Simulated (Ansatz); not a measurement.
Take CdTe in the zinc blende structure (space group F-43m, No. 216; a = 6.6186 Å) as the base.

The values are results of DFT with PBE, PAW potentials and a 420 eV plane-wave cutoff in Ansatz (an electronic-structure program), no SOC, earlier PAW set, not measurements.

Before the change:

| Item | Result |
|---|---|
| Gap between the host's bands | 0.58 eV |

It is then changed as follows: hole doping at 2.0×10^21 cm⁻³ (0.145 per cell), with a uniform compensating background at fixed cell and a 300 K Fermi–Dirac width.

What does the calculation give for the gap between the host's bands after the change?

The gap between the host's bands increases by 0.07 eV to 0.65 eV.

Charged cell with a jellium background: band edges are those of the host's band count, energies are not comparable with the neutral cell, and many-body gap narrowing is missing. With Te present, leaving out spin-orbit coupling can change the band edges. No phonon test of stability was made.
